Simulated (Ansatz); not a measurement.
# What C → Sn does to C

The parent structure is C in the diamond structure (space group Fd-3m, No. 227; a = 3.554 Å).

One thing is altered: Sn takes the place of C on all its sites, then cell and atoms are relaxed.

Method: PBEsol, PAW, 420 eV (Ansatz, a quantum-chemistry and plane-wave program; no SOC). Γ-centred 12×12×12 mesh, Fermi–Dirac width 0.05 eV, for the changed cell.

The volume per atom grows by 29.36 Å³ to 34.97 Å³ and the density rises by 2.082 g/cm³, from 3.55 g/cm³ to 5.64 g/cm³. The lattice parameter a increases by 2.9866 Å to 6.540 Å and the shortest interatomic distance increases by 1.293 Å (1.539 Å → 2.832 Å). The band gap becomes zero (base: 4.03 eV).

Stability against distortions was not tested.
